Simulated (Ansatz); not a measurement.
Abridged Ansatz (an electronic-structure program) output:

```
Relaxation: its limit of steps is 50 (relax.max_steps)
Pseudopotential: Hf, paw, valence charge 26
Pseudopotential: S, paw, valence charge 6
Crystal: 3 atoms, lattice volume = 59.412 Å³
Basis set: ecut = 420 eV, 1141 PW (Γ), exchange–correlation on 48×48×80 points (8 copies of the dense FFT grid, shifted against one another)
Bands: 23, of which v1, the nominal top of the filled ones, is band 19 counted from 1 (18 counted from 0)
Symmetry: 12 space group operations
k-points: 84 of 726
Functional: x = pbesol(κ = 0.804, μ = 0.12345679012345678), c = pbesol(β = 0.046)
SCF iter   1: F=—  HF=-17373.533069 eV  |F-HF|=—  |Δ(HF+E_count)|=         —  Δρ=5.22e-3  dr2=2.68e-2  ethr=1.77e-3  ⟨swp⟩=5.5  Hψ=8266  notcnv=0
SCF iter   2: F=—  HF=-17373.527424 eV  |F-HF|=—  |Δ(HF+E_count)|=   5.65e-3  Δρ=1.94e-3  dr2=2.49e-3  ethr=7.04e-5  ⟨swp⟩=1.7  Hψ=2727  notcnv=0
SCF 1 converged in 7 iterations: F = -17373.527240 eV  dr2 = 4.78e-8
relax step   1: F+E_penalty+E_count = -17373.52723955 eV  Δ(F+E_penalty+E_count) = +0.000e0 eV  max|allowed force component| = 2.004e-1 eV/Å  Δτ_max = 0.0000 Å  P = +2.782 GPa  Ω = 59.412 Å³  fix = [a, b, gamma]  reactions: a +3.611, b +3.611 GPa  (7 SCF iters, dr2 threshold 1.00e-7 eV, accepted)
[... steps on the carried basis left out ...]
relax step   4: F+E_penalty+E_count = -17373.53017477 eV  Δ(F+E_penalty+E_count) = -3.388e-6 eV  max|allowed force component| = 4.543e-5 eV/Å  Δτ_max = 0.0002 Å  P = +1.884 GPa  Ω = 59.242 Å³  energy of the carried Pulay correction = +2.956e-5 eV  fix = [a, b, gamma]  reactions: a +2.826, b +2.826 GPa  (5 SCF iters, dr2 threshold 2.06e-9 eV, accepted)
Crystal: 3 atoms, lattice volume = 59.242 Å³
SCF iter   1: F=—  HF=-17373.530169 eV  |F-HF|=—  |Δ(HF+E_count)|=         —  Δρ=3.47e-6  dr2=1.47e-9  ethr=2.46e-7  ⟨swp⟩=3.0  Hψ=13186  notcnv=0
SCF iter   2: F=—  HF=-17373.530143 eV  |F-HF|=—  |Δ(HF+E_count)|=   2.55e-5  Δρ=2.43e-6  dr2=1.66e-9  ethr=3.86e-12  ⟨swp⟩=3.5  Hψ=5171  notcnv=0
SCF 5 converged in 7 iterations: F = -17373.530143 eV  dr2 = 8.68e-14
SCF converged after 7 iterations
Free energy (F): -17373.530143 eV
Internal energy: -17373.529941 eV  (E = F + TS)
E sigma→0 (E₀):  -17373.530042 eV
Entropy (-TS):   -0.000202 eV (-0.067 meV/atom)
Fermi energy:    11.356398 eV
  E_disp       = -1.038003  (pairwise vdW)
--- Forces (eV/Å), atoms counted from 1 ---
  atom   1  Hf     0.00000000    -0.00000000     0.00000000
  atom   2  S     -0.00000000     0.00000000    -0.00002709
  atom   3  S      0.00000000    -0.00000000     0.00002709
--- Stress (GPa, compression-positive) ---
        2.824957       0.000000       0.000000
        0.000000       2.824957       0.000000
        0.000000       0.000000      -0.000692
  P = ⅓ Tr σ = 1.8831 GPa (18.831 kbar)
--- Relaxed structure (4 steps of the walk, 3 accepted, 1 SCFs on fresh bases) ---
  cell:  # Å, volume = 59.2422 Å³
    - [3.4942537795980426, 8.236833915572003e-96, -1.2793472870868035e-18]
    - [1.7471268897990213, 3.0261125404016957, -6.396736435434014e-19]
    - [-2.0571592708788143e-18, 7.395235078449379e-34, 5.602628156958057]
  atoms:
    - { symbol: Hf, position: [1.5017612759570204e-34, -2.262887061189022e-34, 0.0] }
    - { symbol: S, position: [0.6666666666666666, 0.6666666666666667, 0.2650110886134224] }
    - { symbol: S, position: [0.3333333333333333, 0.33333333333333337, 0.7349889113865775] }
```

Task: What was computed, and what are the main results?

Result: HfS2, 3 atoms in the cell, with PBEsol-D3(BJ) (Ansatz), without spin-orbit coupling. The last SCF converged to F = -17373.530143 eV, or -5791.1767 eV per atom, at a pressure of 1.88 GPa. The total energy compares only with runs of the same code, potentials and settings.

Spin-orbit coupling, missing from the scalar runs, can matter with Hf. The cells carry an imposed strain or load. Whether these cells are dynamically stable was not tested. The cell was made from HfS₂ in the CdI2 type structure (space group P-3m1, No. 164; layered, stacked along the Cartesian z axis) by this change: biaxial strain −1.50 %, plane normal [001], relaxed out of plane.

Keys are those of Ansatz 0.2.
